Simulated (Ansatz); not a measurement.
## Cu: response to strain

Base system: Cu in the fcc (Cu type) structure (space group Fm-3m, No. 225; a = 3.577 Å; relaxed with 0.1 eV smearing).

Strains are applied to the cell and any free atomic positions relax.

The values are results of r2SCAN, PAW, 500 eV (Ansatz, a quantum-chemistry and plane-wave program; without spin-orbit coupling), not measurements.

Notes on the quantities. energy relative to the base: free energy F.

```json
[
 {"isotropic strain (%)": "-3", "energy relative to the base (meV/atom)": "53.3"},
 {"isotropic strain (%)": "-2.5", "energy relative to the base (meV/atom)": "36.2"},
 {"isotropic strain (%)": "-2", "energy relative to the base (meV/atom)": "22.7"},
 {"isotropic strain (%)": "-1.5", "energy relative to the base (meV/atom)": "?"},
 {"isotropic strain (%)": "-1", "energy relative to the base (meV/atom)": "5.4"},
 {"isotropic strain (%)": "-0.5", "energy relative to the base (meV/atom)": "1.3"},
 {"isotropic strain (%)": "0", "energy relative to the base (meV/atom)": "0.0"}
]
```

**Question.** Fit ΔE = Aε² + Bε³ (ε in %) to the rows shown and predict the withheld row.

**Answer.** Least squares on the printed values gives A = 5.16 and B = -0.25 meV/atom (largest residual 0.0 meV/atom); this predicts 12.5 meV/atom, and the run gives 12.5 meV/atom, in agreement.

No phonon test of stability was made. All final runs are without spin polarisation.
